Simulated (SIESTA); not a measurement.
Input and output of a self-consistent single point for CoP3 (Im-3, 16 atoms in the cell) (SIESTA).

Level of theory: GGA PBEsol, numerical atomic orbitals TZP, PseudoDojo PBEsol standard norm-conserving potentials (rewritten from UPF to PSML) in SIESTA.

```
CELL_PARAMETERS angstrom
     -3.91266     3.91266     3.91266
      3.91266    -3.91266     3.91266
      3.91266     3.91266    -3.91266
ATOMIC_POSITIONS crystal
  P  0.49408 0.14513 0.34895
  P  0.79618 0.14513 0.65105
  P  0.50592 0.85487 0.65105
  P  0.20382 0.85487 0.34895
  P  0.34895 0.49408 0.14513
  P  0.65105 0.79618 0.14513
  P  0.65105 0.50592 0.85487
  P  0.34895 0.20382 0.85487
  P  0.14513 0.34895 0.49408
  P  0.14513 0.65105 0.79618
  P  0.85487 0.65105 0.50592
  P  0.85487 0.34895 0.20382
  Co 0.50000 0.50000 0.50000
  Co 0.00000 0.00000 0.50000
  Co 0.50000 0.00000 0.00000
  Co 0.00000 0.50000 0.00000
```
Moments meant for the start (each program seeds them in its own way; μB, in the order of the atoms P P P P P P P P P P P P Co Co Co Co): 0.0 0.0 0.0 0.0 0.0 0.0 0.0 0.0 0.0 0.0 0.0 0.0 3.0 3.0 3.0 3.0.

Reference input (self-consistent single point, DFT, GGA PBEsol, numerical atomic orbitals TZP, PseudoDojo PBEsol standard norm-conserving potentials (rewritten from UPF to PSML)): XC.functional = GGA; XC.authors = PBEsol; potentials = PseudoDojo PBEsol standard; PAO.BasisSize = TZP; PAO.EnergyShift = 0.01 Ry; MeshCutoff = 300 Ry; kgrid.MonkhorstPack = 3 3 3; OccupationFunction = FD; ElectronicTemperature = 50 meV; Spin = polarized; MaxSCFIterations = 150; SCF.Mixer.Method = Pulay. This run's input differs from it in these lines:

```diff
@@ -42,5 +42,5 @@
 %block kgrid.MonkhorstPack
-    3   0   0  0.0
-    0   3   0  0.0
-    0   0   3  0.0
+    5   0   0  0.0
+    0   5   0  0.0
+    0   0   5  0.0
 %endblock kgrid.MonkhorstPack
```

Output (repeated stretches shortened):

```
        iscf     Eharris(eV)        E_KS(eV)     FreeEng(eV)     dDmax    Ef(eV) dHmax(eV)
   scf:    1   -18481.280914   -18768.655154   -18768.774389  0.893952 -2.517271 39.281383
     spin moment: {S} , |S| = {        0.0        0.0    2.50176 }     2.50176
   scf:    2   -18897.126874   -18895.353605   -18895.376766  0.246624 -4.227535  2.437321
     spin moment: {S} , |S| = {        0.0        0.0    0.33866 }     0.33866
   scf:    3   -18896.858282   -18896.205462   -18896.226242  0.014955 -4.182612  1.398838
     spin moment: {S} , |S| = {        0.0        0.0    0.30021 }     0.30021
   [... lines left out ...]
     spin moment: {S} , |S| = {        0.0        0.0    0.00074 }     0.00074
   scf:   14   -18898.273108   -18898.272996   -18898.277026  0.000563 -3.902361  0.004454
     spin moment: {S} , |S| = {        0.0        0.0    0.00063 }     0.00063
   scf:   15   -18898.273011   -18898.273004   -18898.277036  0.000119 -3.902565  0.002113
     spin moment: {S} , |S| = {        0.0        0.0    0.00053 }     0.00053
   scf:   16   -18898.273019   -18898.273011   -18898.277044  0.000066 -3.902685  0.000646
     spin moment: {S} , |S| = {        0.0        0.0    0.00020 }     0.00020
SCF Convergence by DM+H criterion
max |DM_out - DM_in|         :     0.0000663673
max |H_out - H_in|      (eV) :     0.0006456141
SCF cycle converged after 16 iterations

Using DM_out to compute the final energy and forces

siesta: E_KS(eV) =           -18898.2730

siesta: E_KS - E_eggbox =    -18898.2730

siesta: Atomic forces (eV/Ang):
     1   -0.000013   -0.292202    0.391322
     2   -0.000334    0.292326    0.391234
     3    0.000013    0.292202   -0.391322
     4    0.000334   -0.292326   -0.391234
     5    0.391322   -0.000013   -0.292202
     6    0.391235   -0.000334    0.292326
     7   -0.391322    0.000013    0.292202
     8   -0.391235    0.000334   -0.292326
     9   -0.292202    0.391321   -0.000013
    10    0.292325    0.391234   -0.000334
    11    0.292202   -0.391321    0.000013
   [... lines left out ...]
siesta: FreeEng =    -18898.277044
siesta: Cell volume =        239.594763 Ang**3
siesta:        -114.38849645       -115.05241775  kBar
   [... lines left out ...]
     9    -0.019384    5.019384   -0.000052  P
    10    -0.019400    5.019400   -0.000052  P
    11    -0.019384    5.019384   -0.000052  P
    12    -0.019400    5.019400   -0.000052  P
    13     0.058172   16.941828    0.000204  Co
    14     0.058176   16.941824    0.000205  Co
    15     0.058176   16.941824    0.000205  Co
    16     0.058176   16.941824    0.000205  Co
 Total    -0.000000                0.000200
```

The run converged in 16 iterations. Against the reference run the free energy is nearly the same (within 1 meV/atom), the pressure stays at -11.44 GPa and the largest force goes from 0.462 to 0.488 eV/Å.

The starting cell comes from a database of published, mostly measured structures (it also holds non-ambient and calculated ones), without a prior relaxation at this level. Its lattice was rescaled by a random factor within 2.5 % of one. The starting moments vanished: the run ended non-magnetic, which need not be the lowest state. Values carry the incompleteness of an atom-centred basis. With a pressure of about -11 GPa the cell is away from its equilibrium volume at this level.

Cost on one core of a shared machine: roughly 6 min.
